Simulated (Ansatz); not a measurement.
Consider the following.

```yaml
crystal:
  lattice:
    - [0.00000, 2.14882, 2.14882]
    - [2.14882, 0.00000, 2.14882]
    - [2.14882, 2.14882, 0.00000]
  atoms:
    - { symbol: Si, position: [0.25000, 0.25000, 0.25000] }
    - { symbol: C, position: [0.00000, 0.00000, 0.00000] }
```

Computed with r2SCAN with spin-orbit coupling, rigid bands (plane waves, PAW; Ansatz, a program for electronic structure). Condition of this run: hydrostatic pressure 10 GPa (the target of the relaxation). Geometry: cell and atoms relaxed with r2SCAN, then loaded as said.

What conductivity effective mass do dilute electrons have at 300 K?

0.29 mₑ.

What conductivity effective mass do dilute holes have at 300 K?

0.69 mₑ.

And the band gap?

1.68 eV at this level; semilocal functionals usually fall short of the measured gap.

Rigid bands, one relaxation time for all states, no polarons.
